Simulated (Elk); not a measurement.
Band structure of InBi (P4/nmm, 4 atoms in the cell).

```yaml
crystal:
  lattice:
    - [4.84796, 0.00000, 0.00000]
    - [0.00000, 4.84796, 0.00000]
    - [0.00000, 0.00000, 5.15543]
  atoms:
    - { symbol: In, position: [0.50000, 0.50000, 0.00000] }
    - { symbol: In, position: [0.00000, 0.00000, 0.00000] }
    - { symbol: Bi, position: [0.50000, 0.00000, 0.36001] }
    - { symbol: Bi, position: [0.00000, 0.50000, 0.63999] }
```

Method: PBEsol, all-electron FP-LAPW, Elk's shipped species files, default APW+lo basis in Elk.

Settings: xctype = 22; rgkmax = 7; stype = 0; swidth = 0.00999582 Ha; ngridk = 5 5 5.

The starting cell comes from a database of computed structures (which also holds hypothetical and non-ambient phases and stackings), without a prior relaxation at this level. Its lattice was rescaled by a random factor within 2.5 % of one. Spin-orbit coupling is off. Values depend on the basis (sphere radii, cutoffs, local orbitals), which need not be converged.

Levels in eV from the Fermi level, bands 31 to 38:
```csv
point,31,32,33,34,35,36,37,38
Γ,-3.02,-2.36,-1.55,0.75,1.15,1.15,3.08,3.15
X,-2.13,-2.13,-1.34,-1.34,1.47,1.47,3.20,3.20
M,-1.56,-1.56,-0.49,-0.49,0.63,0.63,0.92,0.92
Z,-1.50,-1.50,-1.45,-1.45,-1.00,1.47,2.37,3.86
R,-0.79,-0.79,-0.70,-0.70,0.15,0.15,2.37,2.37
A,-3.79,-3.79,-3.42,-3.42,4.70,4.70,5.30,5.30
```

Bands cross the Fermi level along this path, so the cell is metallic at this level.
